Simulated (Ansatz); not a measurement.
**Antifluorite Be₂C**

The numbers are results of LDA (Ansatz, a program for electronic structure, plane waves, PAW), not measurements.

Run with plane-wave cutoff 520 eV, 14×14×14 k mesh, Fermi–Dirac smearing 0.01 eV, scalar-relativistic PAW data made under PBE.

Cell (relaxed at this level):

```xyz
3
Lattice="0.0000 2.1341 2.1341 2.1341 0.0000 2.1341 2.1341 2.1341 0.0000" Properties=species:S:1:pos:R:3 pbc="T T T"
Be     1.0671     1.0671     1.0671
Be     3.2012     3.2012     3.2012
C      0.0000     0.0000     0.0000
```

| Property | Result |
|---|---|
| bulk modulus B0 | 217 GPa |
| band gap | 1.21 eV (indirect) |
| smallest direct gap on the k points sampled | 4.11 eV |
| pressure derivative B′ of the bulk modulus | 3.5 |

Static lattice: no zero-point or thermal effects.

It cost around 13 core-seconds (rough) of CPU time.
